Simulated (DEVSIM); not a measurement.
System: isotype n-n heterojunction Al0.25Ga0.75As/GaAs, at 250 K.

```tsv
layer (left to right)	material	thickness (μm)	Nd (cm⁻³)	τn (s)	τp (s)
1	Al0.25Ga0.75As	0.120	1e16	1.7e-9	1.7e-9
2	GaAs	0.750	1.7e17	1.7e-9	1.7e-9
```

Left contact: ohmic. Right contact: ohmic. Voltage is applied to the left contact. Recombination: SRH at mid-gap, radiative. Mobility is μmin + (μ − μmin)/(1 + (N/Nref)^α).

Constants are typed, rounded textbook-type inputs, not results; the design itself was drawn at random and stands for no fabricated device. Values at 300 K; Nc and Nv go as T^1.5, mobilities as T to minus their exponent, the gap by Varshni's rule with the affinity fixed. The table also holds parameters that only a changed run uses.

| parameter | Al0.25Ga0.75As | GaAs |
|---|---|---|
| gap (eV) | 1.7357 | 1.424 |
| affinity (eV) | 3.8725 | 4.07 |
| permittivity | 12.19 | 12.9 |
| Nc (cm⁻³) | 6.5e17 | 4.7e17 |
| Nv (cm⁻³) | 9e18 | 9e18 |
| μn (cm²/Vs) | 4375 | 8500 |
| μp (cm²/Vs) | 221 | 400 |
| μn,min | 500 | 500 |
| μp,min | 20 | 20 |
| Nref,n | 6e16 | 6e16 |
| Nref,p | 1.5e17 | 1.5e17 |
| αn | 0.39 | 0.39 |
| αp | 0.38 | 0.38 |
| T exponent of μn | 2.1 | 2.1 |
| T exponent of μp | 2.2 | 2.2 |
| B (cm³/s) | 2e-10 | 2e-10 |
| Cn (cm⁶/s) | 1e-30 | 1e-30 |
| Cp (cm⁶/s) | 1e-30 | 1e-30 |
| Varshni α (eV/K) | 0.000541 | 0.000541 |
| Varshni β (K) | 204 | 204 |

Model (solved in DEVSIM): 1D drift-diffusion, Boltzmann statistics, complete ionisation; no tunnelling, impact ionisation, image-force lowering or self-heating. Band offsets follow the typed affinities; no thermionic-emission limit at abrupt steps, no polarisation charge.

Base results: potential step across the device at zero bias (V) 0.129.

What follows from this one change: doping Nd of layer 2 1.7e+17 → 5.1e+16 cm^-3?

potential step across the device at zero bias 0.129 → 0.155 V.

What follows from this one change: doping Nd of layer 1 1e+16 → 3e+14 cm^-3?

potential step across the device at zero bias 0.129 → 0.054 V.

What follows from this one change: temperature 250 → 350 K?

potential step across the device at zero bias 0.129 → 0.102 V.
